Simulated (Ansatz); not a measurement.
SnSe (model structure, started from the 4H type, P6₃mc, No. 186, 8 atoms in the cell), treated with LDA in Ansatz (plane waves, PAW).

Settings: plane-wave cutoff 520 eV, 12×12×4 k mesh (along the axes of the cell as run), Fermi–Dirac smearing 0.01 eV, scalar-relativistic PAW data made under PBE.

Cell (relaxed at this level):

```xyz
8
Lattice="4.9701 0.0000 0.0000 -2.4850 4.3042 0.0000 0.0000 0.0000 11.6270" Properties=species:S:1:pos:R:3 pbc="T T T"
Sn     0.0000     0.0000     0.3156
Sn     0.0000     0.0000     6.1292
Sn     2.4850     1.4347     9.0218
Sn     0.0000     2.8695     3.2083
Se     0.0000     0.0000     9.1241
Se     0.0000     0.0000     3.3106
Se     2.4850     1.4347     6.2532
Se     0.0000     2.8695     0.4397
```

**Question.** Give the computed band gap, smallest direct gap on the k points sampled and direct gap at Γ.

**Answer.** 
band gap: 0.23 eV
smallest direct gap on the k points sampled: 0.51 eV
direct gap at Γ: 2.03 eV

Note: the relaxation could raise the start's symmetry but not lower it, so the cell can be a saddle point.

Spin–orbit coupling is not included.

Static lattice: no zero-point or thermal effects.

Computing time: around 3 core-minutes (rough).

A model structure was made by putting elements into a prototype or built by hand; it is no filed structure, need not be a known phase, and can be a saddle point held by its symmetry.

Ansatz is a quantum-chemistry and plane-wave program.
